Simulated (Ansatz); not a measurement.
**ZnSe: Zn → Re**

Consider ZnSe in the zinc blende structure (space group F-43m, No. 216; a = 5.7330 Å).

The change: Re takes the place of Zn on all its sites; the structure is relaxed again.

Method: PBE in Ansatz (plane waves to 420 eV, PAW, spin-orbit coupling left out), earlier PAW set. Γ-centred 15×15×15 mesh, Fermi–Dirac width 0.05 eV, for the changed cell.

The density increases by 5.23 g/cm³ (5.09 g/cm³ → 10.32 g/cm³) and the lattice parameter a drops by 0.185 Å, from 5.733 Å to 5.548 Å. The band gap goes from 1.15 eV to zero.

Final structure:

```
CELL_PARAMETERS angstrom
      0.00000     2.77387     2.77387
      2.77387     0.00000     2.77387
      2.77387     2.77387     0.00000
ATOMIC_POSITIONS crystal
  Se 0.75000 0.75000 0.75000
  Re 0.00000 0.00000 0.00000
```

Stability against distortions was not tested. As relaxed here, ReSe is a hypothetical phase, not in the database extracts checked. The final runs are not spin-polarised. An odd electron count without spin: ReSe. ReSe has a high density of states at the Fermi level and may be magnetic at this level.

Ansatz is a quantum-chemistry and plane-wave program.
